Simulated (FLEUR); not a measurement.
Band structure of Cr₃Cu (Pm-3m, 4 atoms in the cell).

```yaml
crystal:
  lattice:
    - [3.60192, 0.00000, 0.00000]
    - [0.00000, 3.60192, 0.00000]
    - [0.00000, 0.00000, 3.60192]
  atoms:
    - { symbol: Cr, position: [0.00000, 0.50000, 0.50000] }
    - { symbol: Cr, position: [0.50000, 0.00000, 0.50000] }
    - { symbol: Cr, position: [0.50000, 0.50000, 0.00000] }
    - { symbol: Cu, position: [0.00000, 0.00000, 0.00000] }
```

Method of the run: LDA (Vosko-Wilk-Nusair), all-electron FLAPW (FLEUR), scalar-relativistic valence.

Settings: Kmax = 3.5 1/bohr; GmaxXC = 14 1/bohr; xcFunctional = vwn; jspins = 1; l_soc = F; mode = hist; fermiSmearingEnergy = 0.00367493 Htr; mesh (inpgen div1-3) = 12 12 12; inpgen gamma flag = true; Gmax = 14 1/bohr; numbands = 0; maxIterBroyd = 15; imix = Anderson; alpha = 0.05.

The starting cell comes from a database of computed structures (which also holds hypothetical and non-ambient phases and stackings), without a prior relaxation at this level. Spin polarisation is off. Values depend on the basis (sphere radii, cutoffs, local orbitals), which need not be converged.

These are the values that this program gave, and no reference: the default basis lacks the next d shell.

Levels in eV from the Fermi level, bands 23 to 30:
```tsv
point	23	24	25	26	27	28	29	30
Γ	-0.96	-0.96	1.06	1.06	1.06	1.75	1.75	2.40
X	-1.90	-0.33	-0.33	-0.20	-0.04	0.46	0.76	0.76
M	-1.61	-1.44	-1.44	-0.11	-0.11	0.36	0.36	0.39
R	-0.67	-0.67	0.06	0.06	0.06	0.96	1.03	1.03
```
